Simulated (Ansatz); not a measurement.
System: ZnO (model structure, started from the CsCl type, Pm-3m, No. 221, 2 atoms in the cell). Method: LDA (plane waves, PAW; Ansatz, an electronic-structure program).

Numerical settings: plane-wave cutoff 520 eV, 14×14×14 k mesh, Fermi–Dirac smearing 0.01 eV, scalar-relativistic PAW data made under PBE.

Cell (relaxed at this level):

```cif
data_OZn
_chemical_formula_sum 'Zn1 O1'
_space_group_name_H-M_alt 'P 1'
_space_group_IT_number 1
_cell_length_a 2.61113
_cell_length_b 2.61113
_cell_length_c 2.61113
_cell_angle_alpha 90.000
_cell_angle_beta 90.000
_cell_angle_gamma 90.000
loop_
_space_group_symop_operation_xyz
  'x, y, z'
loop_
_atom_site_label
_atom_site_type_symbol
_atom_site_fract_x
_atom_site_fract_y
_atom_site_fract_z
_atom_site_occupancy
Zn1 Zn 0.00000 0.00000 0.00000 1
O1 O 0.50000 0.50000 0.50000 1
```

Problem. Estimate the bulk modulus that the calculation returns.

Solution. 
- bulk modulus = 204 GPa

The run finds no gap.

Note: the bulk modulus is −V dP/dV from two relaxed cells at ±2 % in volume; the relaxation could raise the start's symmetry but not lower it, so the cell can be a saddle point.

Computed values are for the static lattice.

Computing time: about 23 core-seconds (a rough figure).

A model structure was made by putting elements into a prototype or built by hand; it is no filed structure, need not be a known phase, and can be a saddle point held by its symmetry.
